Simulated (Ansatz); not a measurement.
Ansatz (a first-principles code) is run on AlN (P6_3mc, 4 atoms in the cell), and the run fails. The aim is a self-consistent single point with DFT, LDA (PW92), plane waves, PAW files made with PBE.

Cell that was meant: a = 3.0770 Å, b = 3.0770 Å, c = 4.9342 Å, α = 90.00°, β = 90.00°, γ = 120.00°.

Part of the input:

Ansatz 0.2 input:
```yaml
    - { symbol: Al, position: [0.333333, 0.666667, 0.999290] }
    - { symbol: N, position: [0.666667, 0.333333, 0.880710] }
    - { symbol: N, position: [0.333333, 0.666667, 0.380710] }
total_charge: -1.0
basis:
  ecutwfc: 420.0
kpoints:
```

Log, with long lists cut:

```
Error: inconsistent input (scf.occupations.method, magnetization): a σ = 0 step fill (method: fixed, or a smearing width below the step floor) cannot realise an odd electron count (17) without a locked total moment — the per-k integer fill puts the same N_el/2 bands in each spin channel; set magnetization.spin_polarized: true with magnetization.spin_locking.lock_magnetization: hard and an odd magnetization.initial_magnetization (the unpaired electron then fills one channel), or use a smearing method with a finite width, such as fermi_dirac
```

**Question.** From the messages shown, name the fault and mend the input.

**Answer.** The fault is an unintended net charge; here the program stops on it instead of giving results. To fix it, remove the charge. The program stopped before any SCF iteration.

An input that runs soundly differs in these lines (not the only fix; some lines may just follow from the change or write a value another way):
```diff
-total_charge: -1.0
```

With that input, the run converged in 6 iterations: free energy E − TS (on the zero of these files) -1779.7102 eV; top of the valence band (on the code's own zero) 7.18 eV; gap on the k-point mesh 4.51 eV; pressure 2.04 GPa; largest force (vector length) 0.016 eV/Å (DFT, LDA (PW92), plane waves, PAW files made with PBE).

On the sound input: the starting cell comes from a database of computed structures (which also holds hypothetical and non-ambient phases and stackings), without a prior relaxation at this level. Its lattice was rescaled by a random factor within 2.5 % of one. Ansatz's pressure includes its estimate of the finite-basis (Pulay) stress.
